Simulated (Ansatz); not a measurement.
Consider RuSi in the CsCl type structure (space group Pm-3m, No. 221; a = 2.9100 Å; a cell from a computed database, its experimental status unchecked).

Level of theory: PBEsol (Ansatz, a program for electronic structure), no spin-orbit coupling.

Before the change:

```
Property               Value
-------------------  -------
Lattice parameter a  2.910 Å
Band gap                zero
```

Perturbation: Te takes the place of Ru on all its sites, then cell and atoms are relaxed.

Tabulated Pauling electronegativity and covalent radius: Ru 2.20, 1.46 Å; Te 2.10, 1.38 Å.

Problem. What happens to the lattice parameter a?

Solution. The lattice parameter a increases by 0.581 Å to 3.491 Å.

Problem. What does the calculation give for the band gap after the change?

Solution. The band gap stays zero.

Whether these cells are dynamically stable was not tested. As relaxed here, SiTe is a hypothetical phase, not in the database extracts checked. All final runs are without spin polarisation.
